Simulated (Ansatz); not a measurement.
TiS (P-6m2, No. 187; cell taken from a computed entry)

Computed with PBEsol (Ansatz, a program for electronic structure, plane waves, PAW).

Run with plane-wave cutoff 500 eV, 18×18×12 k mesh (along the axes of the cell as run), Fermi–Dirac smearing 0.05 eV, no spin polarisation, scalar-relativistic PAW data made under PBE.

Cell: relaxed at this level.

- equilibrium volume per atom: 14.31 Å³/atom
- lattice constant a: 3.221 Å
- c axis length: 3.184 Å

Note: the run has no spin polarisation, so it can have missed a magnetic state; the relaxation could not lower the start's symmetry, so the cell can be a saddle point above a distorted one.

Static lattice: no zero-point or thermal effects.

Computing time: very roughly 50 core-seconds.
